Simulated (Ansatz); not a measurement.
CsGeBr3: pressure −1 GPa

The reference is CsGeBr$_{3}$ in the cubic perovskite structure (space group Pm-3m, No. 221; a = 5.544 Å; a cell from a computed database, its experimental status unchecked).

Perturbation: a negative pressure, −1 GPa.

Calculations: r2SCAN, PAW, 500 eV (Ansatz, an electronic-structure program; spin-orbit coupling left out). Settings: 6×6×6 k-points, 0.05 eV Fermi–Dirac smearing.

| quantity | base | changed | shift |
|---|---|---|---|
| volume per atom | 34.08 Å³ | 35.54 Å³ | +1.46 Å³ |
| density | 4.34 g/cm³ | 4.16 g/cm³ | -0.18 g/cm³ |
| lattice parameter a | 5.544 Å | 5.622 Å | +0.078 Å |
| shortest interatomic distance | 2.772 Å | 2.811 Å | +0.039 Å |
| band gap | 0.71 eV | 0.92 eV | +0.203 eV |
| gap character | direct at R | direct at R | – |
| mean gap deformation potential ΔEg/Δln V | – | +4.8 eV | – |
| width of the top valence band | 2.60 eV | 2.29 eV | -0.302 eV |
| electron mass (degenerate bands, along [100]) | 0.046, 0.85, 0.85 mₑ (at R) | 0.056, 0.90, 0.90 mₑ (at R) | – |
| hole mass | 0.064 mₑ (at R) | 0.085 mₑ (at R) | – |

Final structure:

```yaml
crystal:
  lattice:
    - [5.62225, 0.00000, 0.00000]
    - [0.00000, 5.62225, 0.00000]
    - [0.00000, 0.00000, 5.62225]
  atoms:
    - { symbol: Cs, position: [0.00000, 0.00000, 0.00000] }
    - { symbol: Ge, position: [0.50000, 0.50000, 0.50000] }
    - { symbol: Br, position: [0.50000, 0.50000, 0.00000] }
    - { symbol: Br, position: [0.00000, 0.50000, 0.50000] }
    - { symbol: Br, position: [0.50000, 0.00000, 0.50000] }
```

Load acts through the strain it causes; cell and atoms are relaxed under it. Masses are band curvatures over ±0.01 Å⁻¹ around the edge. Whether these cells are dynamically stable was not tested. Many cubic perovskites are stable only at high temperature; tilts and polar distortions were not tested.
